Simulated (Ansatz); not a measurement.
The starting structures come from a database of crystals and need not be the phases stable at ambient conditions.

Inside the gap of an insulator the Bloch states are evanescent, with a wavenumber k + iκ along the transport direction.

Given:

```
CELL_PARAMETERS angstrom
      6.54400     0.01324     0.00000
      2.36072     6.44553     0.00000
      3.27200     0.00662     5.66606
ATOMIC_POSITIONS crystal
  Nb 0.87379 0.00000 0.25242
  Nb 0.12621 0.00000 0.74758
  S  0.14289 0.68385 0.00000
  S  0.85711 0.31615 0.00000
  S  0.67077 0.13448 0.00000
  S  0.32923 0.86552 0.00000
  Br 0.02728 0.23833 0.40627
  Br 0.97272 0.76167 0.59373
  Br 0.56645 0.76167 0.40627
  Br 0.43355 0.23833 0.59373
```

The cell was relaxed by PBE-D3(BJ); by r2SCAN it stands under a pressure of 1.2 GPa.

Transport runs along the normal of the first two printed cell vectors.

No gap correction and no spin-orbit coupling; mid-gap is the computed energy nearest the middle.

Task: Compute, with r2SCAN in Ansatz (a quantum-chemistry and plane-wave program), the band gap and the smallest decay constant κ at mid-gap.

Result: Gap 1.57 eV on a 6×6×6 mesh; κ = 0.325 1/Å, at (0.500, 0.333) of the in-plane reciprocal vectors. At the zone centre the slowest state has κ = 0.39 1/Å.
